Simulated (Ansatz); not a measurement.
MgO (Pm-3n, No. 223, 12 atoms in the cell; start mp-1101930; a measured phase of this formula has another space group) was calculated with PBEsol (PAW; Ansatz, a quantum-chemistry and plane-wave program).

Run with plane-wave cutoff 520 eV, 6×6×6 k mesh, Fermi–Dirac smearing 0.01 eV, scalar-relativistic PAW data made under PBE.

Cell (relaxed at this level):

```
CELL_PARAMETERS angstrom
      5.59042     0.00000     0.00000
      0.00000     5.59042     0.00000
      0.00000     0.00000     5.59042
ATOMIC_POSITIONS crystal
  Mg 0.25000 0.00000 0.50000
  Mg 0.75000 0.00000 0.50000
  Mg 0.50000 0.75000 0.00000
  Mg 0.50000 0.25000 0.00000
  Mg 0.00000 0.50000 0.75000
  Mg 0.00000 0.50000 0.25000
  O  0.25000 0.50000 0.00000
  O  0.75000 0.50000 0.00000
  O  0.00000 0.75000 0.50000
  O  0.00000 0.25000 0.50000
  O  0.50000 0.00000 0.75000
  O  0.50000 0.00000 0.25000
```

Q: Give the computed band gap.

A: 
- band gap = 2.84 eV (on the SCF k mesh)

Note: the relaxation could not lower the start's symmetry, so the cell can be a saddle point above a distorted one.

A start named mp-… is a Materials Project structure, which need not be a measured phase.
